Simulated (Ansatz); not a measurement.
Ansatz (a quantum-chemistry and plane-wave program) run on the (001) slab of Ge (cut from a parent of space group no. 194; 4 atoms in the cell): self-consistent single point.

Method of the run: LDA (PW92), PAW files made with PBE (plane waves; Ansatz).

The change in words: vacuum of 7 angstrom (first run: 14 Å). Reference geometry:
```
Ge
1.0
    3.97760     0.00000     0.00000
   -1.98880     3.44470     0.00000
    0.00000     0.00000    19.74030
Ge
4
Direct
  0.66667   0.33333   0.35461
  0.33333   0.66667   0.64540
  0.33333   0.66667   0.52092
  0.66667   0.33333   0.47908
```

Reference input (self-consistent single point, DFT, LDA (PW92), plane waves, PAW files made with PBE): basis.ecutwfc = 30.9 Ry; kpoints.mp_grid.grid = 9 9 1; hamiltonian.xc = lda; hamiltonian.pseudopotentials = {kind: paw} (the program's default PAW files); scf.occupations.method = fermi_dirac; scf.occupations.width = 0.0073 Ry. This run's input differs from it in these lines:

Ansatz 0.2 input:
```diff
@@ -4,8 +4,8 @@
     - [-1.988801, 3.444704, 0.000000]
-    - [0.000000, 0.000000, 19.740300]
+    - [0.000000, 0.000000, 12.740282]
   atoms:
-    - { symbol: Ge, position: [0.666667, 0.333333, 0.354605] }
-    - { symbol: Ge, position: [0.333333, 0.666667, 0.645395] }
-    - { symbol: Ge, position: [0.333333, 0.666667, 0.520924] }
-    - { symbol: Ge, position: [0.666667, 0.333333, 0.479076] }
+    - { symbol: Ge, position: [0.666667, 0.333333, 0.274719] }
+    - { symbol: Ge, position: [0.333333, 0.666667, 0.725281] }
+    - { symbol: Ge, position: [0.333333, 0.666667, 0.532420] }
+    - { symbol: Ge, position: [0.666667, 0.333333, 0.467580] }
 basis:
```

Log, with long lists cut:

```
SCF iter   1: F=—  HF=-16859.645139 eV  |F-HF|=—  |Δ(HF+E_count)|=         —  Δρ=2.29e-2  dr2=2.49e0  ethr=3.10e-3  ⟨swp⟩=6.5  Hψ=1657  notcnv=0
all-band conjugate gradients solve this SCF's bands
preconditioner: auto → LDOS
SCF iter   2: F=—  HF=-16859.114822 eV  |F-HF|=—  |Δ(HF+E_count)|=   5.30e-1  Δρ=7.16e-3  dr2=8.60e-2  ethr=3.10e-3  ⟨swp⟩=3.1  Hψ=669  notcnv=0
   [... lines left out ...]
SCF iter   5: F=—  HF=-16859.088106 eV  |F-HF|=—  |Δ(HF+E_count)|=   3.99e-4  Δρ=2.44e-4  dr2=9.86e-5  ethr=1.72e-6  ⟨swp⟩=2.0  Hψ=743  notcnv=0
SCF iter   6: F=—  HF=-16859.088055 eV  |F-HF|=—  |Δ(HF+E_count)|=   5.07e-5  Δρ=6.21e-5  dr2=9.17e-6  ethr=1.76e-7  ⟨swp⟩=2.0  Hψ=746  notcnv=0
SCF iter   7: F=—  HF=-16859.088056 eV  |F-HF|=—  |Δ(HF+E_count)|=   2.21e-7  Δρ=2.08e-5  dr2=1.54e-6  ethr=1.64e-8  ⟨swp⟩=3.0  Hψ=789  notcnv=0
SCF iter   8: F=-16859.088055 eV  HF=-16859.088056 eV  |F-HF|=6.38e-8  |Δ(HF+E_count)|=   1.77e-7  Δρ=4.93e-6  dr2=6.99e-8  ethr=1.79e-10  ⟨swp⟩=4.3  Hψ=1978  notcnv=0
SCF 1 converged in 8 iterations: F = -16859.088055 eV  dr2 = 6.99e-8
Free energy (F): -16859.088055 eV
Internal energy: -16858.998881 eV  (E = F + TS)
E sigma→0 (E₀):  -16859.043468 eV
Entropy (-TS):   -0.089174 eV (-22.294 meV/atom)
Fermi energy:    1.650351 eV
--- Forces (eV/Å), atoms counted from 1 ---
  atom   1  Ge    -0.00000000    -0.00000000     0.14120233
  atom   2  Ge     0.00000000     0.00000000    -0.14120233
  atom   3  Ge    -0.00000000    -0.00000000     0.24438716
  atom   4  Ge     0.00000000     0.00000000    -0.24438716
--- Stress (GPa, compression-positive) ---
       -4.331702       0.000000       0.000000
        0.000000      -4.331702      -0.000000
        0.000000      -0.000000      -0.671295
  P = ⅓ Tr σ = -3.1116 GPa (-31.116 kbar)
  The stress holds the Pulay correction. Without it, at fixed plane waves, as pw.x and ABINIT print it: P = -3.1250 GPa
```

The run converged in 8 iterations. Against the reference run the free energy falls by 2.1 meV/atom and the largest force goes from 0.253 to 0.244 eV/Å.

The starting cell comes from a database of computed structures (which also holds hypothetical and non-ambient phases and stackings), without a prior relaxation at this level. The slab is cut from that crystal, and its faces are unrelaxed. Its lattice was rescaled by up to half a per cent. Spin polarisation is off, though cut faces can carry moments; the slab shows no gap.
